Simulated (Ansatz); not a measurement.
The reference is CsPbBr₃ in the cubic perovskite structure (space group Pm-3m, No. 221).

```yaml
crystal:
  lattice:
    - [5.77022, 0.00000, 0.00000]
    - [0.00000, 5.77022, 0.00000]
    - [0.00000, 0.00000, 5.77022]
  atoms:
    - { symbol: Cs, position: [0.00000, 0.00000, 0.00000] }
    - { symbol: Pb, position: [0.50000, 0.50000, 0.50000] }
    - { symbol: Br, position: [0.50000, 0.00000, 0.50000] }
    - { symbol: Br, position: [0.00000, 0.50000, 0.50000] }
    - { symbol: Br, position: [0.50000, 0.50000, 0.00000] }
```

Cartesian axes are those of the cell as printed.

The values are results of LDA, PAW, 420 eV (Ansatz, an electronic-structure program; no SOC), not measurements.

Base values:

```
Quantity           Result
---------------  --------
Volume per atom  38.42 Å³
```

Perturbation: biaxial strain −1.20 %, plane normal [001], relaxed out of plane (Cartesian); in-plane vectors clamped, the third vector and the atoms free.

Problem. What happens to the volume per atom?

Solution. The volume per atom shrinks by 0.81 Å³ (38.42 Å³ → 37.61 Å³).

Stability against distortions was not tested. Many cubic perovskites are stable only at high temperature; tilts and polar distortions were not tested. This is not the structure that CsPbBr3 has at room temperature and ambient pressure.
